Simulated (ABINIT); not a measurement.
A self-consistent single point of PtAl2 (Fm-3m, 3 atoms in the cell) with ABINIT.

Method of the run: PBE, spin-orbit coupling, PAW (JTH v2.0 PBE PAW) (plane waves; ABINIT).

```xyz
3
Lattice="0.0000 2.9763 2.9763 2.9763 0.0000 2.9763 2.9763 2.9763 0.0000" Properties=species:S:1:pos:R:3 pbc="T T T"
Al     1.4881     1.4881     1.4881
Al     4.4644     4.4644     4.4644
Pt     0.0000     0.0000     0.0000
```

Reference input (self-consistent single point, DFT, PBE, plane waves, PAW (JTH v2.0 PBE PAW)): pseudos = [Al.GGA_PBE-JTH.xml, Pt.GGA_PBE-JTH.xml]; ecut = 571 eV; pawecutdg = 1143 eV; occopt = 3; tsmear = 0.00367493 Ha; ngkpt = 7 7 7; nshiftk = 1; shiftk = 0 0 0; potentials = JTH v2.0 PBE PAW; nband = 13; kptopt = 1; nstep = 100. This run's input differs from it in these lines:

```diff
@@ -19,6 +19,8 @@
 pawecutdg 1143 eV
+nspinor 2
+nspden 1
 occopt 3
 tsmear 0.00367493
-nband 13
-kptopt 1
+nband 28
+kptopt 4
 ngkpt 7 7 7
```

Output (repeated stretches shortened):

```
--- !BeginCycle
solver: {iscf: 17, nstep: 100, nline: 4, wfoptalg: 10, }
tolerances: {tolvrs: 1.00E-10, }
...

     iter   Etot(hartree)      deltaE(h)  residm     nres2
 ETOT  1  -31.252317849168    -3.125E+01 8.591E-02 1.984E+01
 ETOT  2  -31.432480691627    -1.802E-01 1.154E-02 1.783E+01
 ETOT  3  -31.330899200434     1.016E-01 7.254E-03 1.283E+00
 ETOT  4  -31.345269649778    -1.437E-02 2.876E-03 3.436E-01
 ETOT  5  -31.346645617497    -1.376E-03 1.938E-03 3.868E-01
   [... 11 lines left out ...]
 ETOT 17  -31.345654545940     1.047E-11 1.122E-04 2.186E-09
 ETOT 18  -31.345654545942    -1.517E-12 5.806E-05 5.123E-09
 ETOT 19  -31.345654545956    -1.449E-11 6.985E-05 4.477E-10
 ETOT 20  -31.345654545965    -8.360E-12 3.748E-05 2.633E-12
 At SCF step   20       nres2   =  2.63E-12 < tolvrs=  1.00E-10 =>converged.

 Cartesian components of stress tensor (hartree/bohr^3)
  sigma(1 1)=  3.49888031E-05  sigma(3 2)=  0.00000000E+00
  sigma(2 2)=  3.49888031E-05  sigma(3 1)=  0.00000000E+00
  sigma(3 3)=  3.49888031E-05  sigma(2 1)=  0.00000000E+00

 ----iterations are completed or convergence reached----

 reduced coordinates (array xred) for    3 atoms
       0.250000000000      0.250000000000      0.250000000000
       0.750000000000      0.750000000000      0.750000000000
       0.000000000000      0.000000000000      0.000000000000
 cartesian forces (eV/Angstrom) at end:
    1     -0.00000000000000    -0.00000000000000    -0.00000000000000
    2     -0.00000000000000    -0.00000000000000    -0.00000000000000
   [... lines left out ...]
 Fermi (or HOMO) energy (hartree) =   0.27712   Average Vxc (hartree)=  -0.37129
 Fermi (or HOMO) energy (eV) =   7.54089   Average Vxc (eV)= -10.10325
   [... lines left out ...]
'-kT*entropy'       : -1.66112961118360E-03
total_energy        : -3.13456560085719E+01
total_energy_eV     : -8.52958677992766E+02
...

-Cartesian components of stress tensor (GPa)         [Pressure= -1.0294E+00 GPa]
- sigma(1 1)=  1.02940595E+00  sigma(3 2)=  0.00000000E+00
- sigma(2 2)=  1.02940595E+00  sigma(3 1)=  0.00000000E+00
- sigma(3 3)=  1.02940595E+00  sigma(2 1)=  0.00000000E+00

 Calculation completed.
```

The run converged in 20 iterations. 

The starting cell has typed, rounded lattice constants, without a prior relaxation at this level. Its lattice was rescaled by a random factor within 2.5 % of one.

These are the values that this program gave, and no reference: the one-centre exchange-correlation terms come from a truncated expansion.

Cost on one core of a shared machine: roughly 5 min.
